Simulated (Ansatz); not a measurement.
Start from Ni in the simple cubic structure (space group Pm-3m, No. 221; a = 2.289 Å; ferromagnetic; a hypothetical phase, not in the database extracts checked).

All numbers come from PBEsol (Ansatz, a quantum-chemistry and plane-wave program; PAW; 420 eV plane waves; spin-orbit coupling left out).

One change was made to it. Results:

```tsv
quantity	base	after
largest site moment	0.53 μB	0.51 μB
magnetic state	ferromagnetic	ferromagnetic
density	8.13 g/cm³	8.27 g/cm³
shortest interatomic distance	2.289 Å	2.276 Å
```

**Question.** Which of these changes matches the shifts?
(A) pressure 3 GPa
(B) pressure −1 GPa
(C) pressure 0.7 GPa
(D) pressure −2 GPa

**Answer.** A, pressure 3 GPa. For comparison, the density in the other runs: pressure −1 GPa gives 8.08 g/cm³; pressure −2 GPa gives 8.02 g/cm³; pressure 0.7 GPa gives 8.16 g/cm³.

The magnetic state is the one reached from the starting moments; the real material's order can differ, and small cells can't hold many antiferromagnetic ones. Load acts through the strain it causes; cell and atoms are relaxed under it. Stability against distortions was not tested.
